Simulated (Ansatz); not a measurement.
## Equilibrium volume per atom of SiGe (model structure, within 0.1 Å of R-3m, No. 166, 4 atoms in the cell) at several levels of theory

No measured value is used here.

| level (code) | value (Å³/atom) |
|---|---|
| PBE (Ansatz) | (withheld) |
| PBEsol (Ansatz) | 17.34 |
| PBE-D3(BJ) (Ansatz) | 17.30 |

**Question.** Fill in the missing entries.

**Answer.** 
- PBE (Ansatz, a program for electronic structure), value (Å³/atom): 17.98

Ansatz's density-functional and Hartree–Fock values are scalar-relativistic unless marked +SOC, with PAW data made under PBE.

A model structure was made by putting elements into a prototype or built by hand; it is no filed structure, need not be a known phase, and can be a saddle point held by its symmetry.
